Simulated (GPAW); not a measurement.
Input and output of a self-consistent single point for SiMo3 (Pm-3n, 8 atoms in the cell) (GPAW).

Method of the run: PBEsol, GPAW PAW datasets PBEsol (made by gpaw-setup) (plane waves; GPAW).

```
CELL_PARAMETERS angstrom
      4.87063     0.00000     0.00000
      0.00000     4.87063     0.00000
      0.00000     0.00000     4.87063
ATOMIC_POSITIONS crystal
  Si 0.50000 0.50000 0.50000
  Si 0.00000 0.00000 0.00000
  Mo 0.00000 0.50000 0.25000
  Mo 0.00000 0.50000 0.75000
  Mo 0.25000 0.00000 0.50000
  Mo 0.75000 0.00000 0.50000
  Mo 0.50000 0.25000 0.00000
  Mo 0.50000 0.75000 0.00000
```

Reference input (self-consistent single point, DFT PBE, plane waves, GPAW PAW datasets PBE (gpaw-data 1.0.1)): mode = pw; ecut = 550 eV; xc = PBE; kpts = 5 5 5; mesh shift (steps) = 0 0 0; occupations.name = methfessel-paxton; occupations.width = 0.2 eV; occupations.order = 0; nbands = -14; convergence.density = 1e-05 e/electron; convergence.energy = 1e-05 eV/electron; symmetry.symmorphic = false. This run's input differs from it in these lines:

```diff
@@ -19,3 +19,3 @@
 calc = GPAW(mode={'name': 'pw', 'ecut': 550},
-            xc='PBE',
+            xc='PBEsol',
             kpts=(5, 5, 5),
```

Its files differ too (potentials: GPAW PAW datasets PBEsol (made by gpaw-setup)).

Log, with long lists cut:

```
     iter     time        total  log10-change:
                         energy   eigst   dens
iter:   1 --:--:--   -91.829171
iter:   2 --:--:--   -91.459854   -0.34  -1.18
iter:   3 --:--:--   -87.408907   -0.16  -1.20
iter:   4 --:--:--   -87.576412   -1.16  -1.64
iter:   5 --:--:--   -92.943556   -0.02  -1.69
   [... 11 lines left out ...]
iter:  17 --:--:--   -87.105576   -3.26  -3.43
iter:  18 --:--:--   -87.101701   -4.82  -2.79
iter:  19 --:--:--   -87.099129   -3.10  -2.94
iter:  20 --:--:--   -87.099019   -4.34  -3.41
iter:  21 --:--:--   -87.098740c  -5.43  -3.41
iter:  22 --:--:--   -87.098700c  -5.87  -3.64
   [... lines left out ...]
iter:  26 --:--:--   -87.098734c  -4.90  -4.31
iter:  27 --:--:--   -87.098657c  -5.92  -3.69
iter:  28 --:--:--   -87.098664c  -4.99  -4.01
iter:  29 --:--:--   -87.098647c  -6.88  -4.12
iter:  30 --:--:--   -87.098649c  -7.59c -4.43
iter:  31 --:--:--   -87.098680c  -5.77  -4.37
iter:  32 --:--:--   -87.098648c  -6.05  -3.94
iter:  33 --:--:--   -87.098644c  -6.30  -4.34
iter:  34 --:--:--   -87.098648c  -7.25  -4.78
iter:  35 --:--:--   -87.098646c  -8.12c -4.44
iter:  36 --:--:--   -87.098646c  -8.20c -4.52
iter:  37 --:--:--   -87.098643c  -6.72  -4.56
iter:  38 --:--:--   -87.098643c  -7.47c -5.32c
Converged after 38 iterations.

Dipole moment: (0.000007, 0.000007, 0.000007) |e|*Ang

Energy contributions relative to reference atoms: (reference = -676191.660825)

Kinetic:        -60.522571
Potential:      +36.150102
External:        +0.000000
XC:             -60.803584
Entropy (-ST):   -0.061428
Local:           -1.891876
SIC:             +0.000000
--------------------------
Free energy:    -87.129357
Extrapolated:   -87.098643

Showing only first 2 kpts
 Kpt  Band  Eigenvalues  Occupancy
  0    44     14.64694    0.00000
  0    45     14.64694    0.00000
  0    46     14.64694    0.00000
  0    47     15.53434    0.00000

  1    44     14.00680    0.00002
  1    45     14.42328    0.00000
  1    46     14.42328    0.00000
  1    47     15.27674    0.00000

Fermi level: 13.40117

No gap
   [... lines left out ...]
  2 Mo    0.00000    0.00000    0.00000
  3 Mo    0.00000   -0.00000   -0.00000
  4 Mo   -0.00000    0.00000    0.00000
  5 Mo   -0.00000    0.00000    0.00000
  6 Mo    0.00000    0.00000    0.00000
  7 Mo   -0.00000    0.00000    0.00000

Stress tensor:
     0.013908     0.000000     0.000000
     0.000000     0.013908     0.000000
     0.000000     0.000000     0.013908
Stress (GPa, Voigt): [2.2283 2.2283 2.2283 0.     0.     0.    ]
```

The run converged in 38 iterations. GPAW prints stress with tension positive. Against the reference run the pressure goes from 4.98 to -2.23 GPa.

The starting cell comes from a database of computed structures (which also holds hypothetical and non-ambient phases and stackings), without a prior relaxation at this level. Its lattice was rescaled by a random factor within 2.5 % of one. Spin polarisation is off.

Cost on one core of a shared machine: roughly 3 min.
